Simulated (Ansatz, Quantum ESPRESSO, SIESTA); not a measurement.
# Y2Ge3 (P-6m2, 5 atoms in the cell) computed with different codes at matched settings

Self-consistent single point.

```xyz
5
Lattice="4.3924 0.0000 0.0000 -2.1962 3.8040 0.0000 0.0000 0.0000 7.1073" Properties=species:S:1:pos:R:3 pbc="T T T"
Y      0.0000     0.0000     5.1878
Y      0.0000     0.0000     1.9195
Ge     0.0000     2.5360     0.0000
Ge     2.1962     1.2680     3.5536
Ge     2.1962     1.2680     0.0000
```

Shared settings, as Ansatz (a program for electronic structure) writes them: kpoints.mp_grid.grid = 7 7 4; magnetization.spin_orbit = true; scf.occupations.method = fermi_dirac; scf.occupations.width = 0.0073 Ry. Potentials and cutoffs stand in the table.

| code | model | pressure (GPa) | largest force (eV/Å) | cutoff |
|---|---|---|---|---|
| Ansatz | PBEsol with spin-orbit coupling, PAW files made with PBE | -2.59 | 0.204 | default |
| SIESTA | GGA PBEsol with spin-orbit coupling, numerical atomic orbitals DZP, PseudoDojo PBEsol fully relativistic norm-conserving potentials (rewritten from UPF to PSML) | – | 0.174 | grid 400 Ry |
| Quantum ESPRESSO | PBEsol, spin-orbit coupling, PSlibrary fully relativistic PAW (PBE) pseudopotentials | -2.41 | 0.214 | 45 Ry |

A dash marks a value that a program does not give, or that is left out as unsure.

The spread over the programs that give each value: pressure within 0.18 GPa; largest force within 0.040 eV/Å.

SIESTA uses small atom-centred bases, whose incompleteness enters pressures, forces and empty levels differently from a plane-wave cutoff. Ansatz's pressure is given at a fixed set of plane waves, as the other plane-wave codes print theirs.

The starting cell comes from a database of computed structures (which also holds hypothetical and non-ambient phases and stackings), without a prior relaxation at this level.

Keys are those of Ansatz 0.2.
